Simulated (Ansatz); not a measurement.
Take WP$_{2}$ (space group Cmc2_1, No. 36; a = 3.149 Å, b = 11.136 Å, c = 4.953 Å) as the base. Axes: x, y, z lie along a, b, c of the conventional cell.

Computed with Ansatz (a program for electronic structure), PBEsol, PAW, cutoff 420 eV, no spin-orbit coupling.

Base values:

| Property | Value |
|---|---|
| Volume per atom | 14.47 Å³ |
| Pressure | 0.0 GPa |

The change: biaxial strain −0.91 %, plane normal [001], relaxed out of plane (Cartesian); in-plane vectors clamped, the third vector and the atoms free.

What happens to the volume per atom and pressure?

The volume per atom shrinks by 0.165 Å³ to 14.31 Å³; the pressure (mean of the normal stresses, compression positive) goes from zero to 2.6 GPa.

Stability against distortions was not tested. The final runs are not spin-polarised.
